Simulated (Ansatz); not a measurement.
Ca2BeN2 (model structure, started from the Ca2ZnN2 type, I4/mmm, No. 139, 5 atoms in the cell) was calculated with LDA in Ansatz (plane waves, PAW).

Run with plane-wave cutoff 520 eV, 14×14×14 k mesh, Fermi–Dirac smearing 0.01 eV, scalar-relativistic PAW data made under PBE.

The cell is the one relaxed with PBEsol. Conventional cell: a = 3.5161 Å, b = 3.5161 Å, c = 11.4604 Å, α = 90.00°, β = 90.00°, γ = 90.00°.

```xyz
5
Lattice="-1.7580 1.7580 5.7302 1.7580 -1.7580 5.7302 1.7580 1.7580 -5.7302" Properties=species:S:1:pos:R:3 pbc="T T T"
Ca     0.0000     0.0000     7.5127
Ca     0.0000     0.0000     3.9477
Be     0.0000     0.0000     0.0000
N      0.0000     0.0000     9.9207
N      0.0000     0.0000     1.5397
```

Task: List the 17 lowest band energies at Γ above −25 eV (eV, relative to the valence band maximum), grouping those that round alike.

Result: At Γ: -20.38, -19.98, -19.92 (×2), -19.75 (×2), -12.61, -12.27, -3.23, -2.10, -0.89 (×2), -0.05 (×2), 1.02, 2.45, 3.64.

Note: the relaxation could raise the start's symmetry but not lower it, so the cell can be a saddle point; cell and atoms aren't relaxed at this level (largest force component 0.15 eV/Å, pressure -3.6 GPa).

A model structure was made by putting elements into a prototype or built by hand; it is no filed structure, need not be a known phase, and can be a saddle point held by its symmetry.

Ansatz is a program for electronic structure.
